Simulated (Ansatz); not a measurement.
Consider Mo-vacancy pair (Mo on one host Ru site, one Ru site vacant) in hcp Ru, neutral cell. The step: direct exchange of Mo with the vacancy (Mo-vacancy distance between ideal sites 2.72 Å throughout); the atom moves 2.69 Å along (-0.99, 0.00, 0.00) of the unit cell; the moving atom starts with neighbours 2 Ru at 2.67, 4 Ru at 2.68, 2 Ru at 2.73, 2 Ru at 2.74, Ru at 2.74 Å and ends with 2 Ru at 2.67, 4 Ru at 2.68, 2 Ru at 2.73, 2 Ru at 2.74, Ru at 2.74 Å. A PBE band in Ansatz (plane-wave PAW, a 2×2×2 k-point mesh shifted by half a step along c, 36 host sites, 44 SCF runs with any check of the saddle's order, static, no finite-size correction) gives a forward barrier of 2.16 eV. The program found a first-order saddle point. Forms of the defect that were not tried may lie lower.

Single points at the band's start and saddle point can refine it. Rough cost of one point, in units of the band's mean SCF on the same machine:

```json
[
 {"Level": "PBE, a 4×4×4 k-point mesh shifted by half a step along c", "Cost of one point": "about 5"},
 {"Level": "r2SCAN at 500 eV, a 2×2×2 k-point mesh shifted by half a step along c", "Cost of one point": "about 3"}
]
```

### Question
Which of these move the barrier by more than 0.1 eV, and how far does each move it?

### Answer
PBE, a 4×4×4 k-point mesh shifted by half a step along c: -0.19 eV; r2SCAN at 500 eV, a 2×2×2 k-point mesh shifted by half a step along c: +0.05 eV. Each functional is compared with PBE at the same k-points.

Ansatz is a program for electronic structure.
